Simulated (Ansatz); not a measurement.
Reference: monolayer Sb, PBE, rigid bands (plane waves, PAW, scalar-relativistic; Ansatz, an electronic-structure program); axes and stresses refer to this cell.

```
CELL_PARAMETERS angstrom
      4.12169     0.00000     0.00000
     -2.06084     3.56949     0.00000
      0.00000     0.00000    17.40652
ATOMIC_POSITIONS crystal
  Sb 0.66667 0.33333 0.54695
  Sb 0.33333 0.66667 0.45305
```

electron conductivity mass: 0.23 mₑ
band gap: 1.29 eV
hole conductivity mass: 0.27 mₑ

Problem. Change: biaxial strain +3 % with spin-orbit coupling. What happens to electron conductivity mass, band gap, hole conductivity mass?

Solution. electron conductivity mass decreases to 0.090 mₑ; band gap decreases to 1.10 eV; hole conductivity mass shrinks to 0.24 mₑ.

Masses are for dilute carriers at 300 K, harmonic means over directions unless an axis is named. Spin-orbit coupling is left out unless a row names it; without it the gap and masses of crystals with these elements can be far off. The structure type is held under load, also where the real crystal would transform.
